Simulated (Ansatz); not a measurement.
Take W in the bcc (W type) structure (space group Im-3m, No. 229; a = 3.154 Å; relaxed with 0.1 eV smearing) as the base. Axes: x, y, z lie along the cube axes.

All numbers come from PBEsol, PAW, 420 eV (Ansatz, a quantum-chemistry and plane-wave program; no SOC), earlier PAW set.

Before the change:

The shortest interatomic distance is 2.732 Å.

It is then changed as follows: a pure shear with ε_yz = ε_zy = -0.0106, atoms relaxed at fixed cell.

Task: Predict the new shortest interatomic distance and stress.

Result: The shortest interatomic distance drops by 0.019 Å (2.732 Å → 2.713 Å); the stress (xx, yy, zz, yz, xz, xy; compression positive) amounts to (0.1, 0.1, 0.1, 3.2, 0.0, 0.0) GPa.

The cells carry an imposed strain or load. Stability against distortions was not tested. The final runs are not spin-polarised.
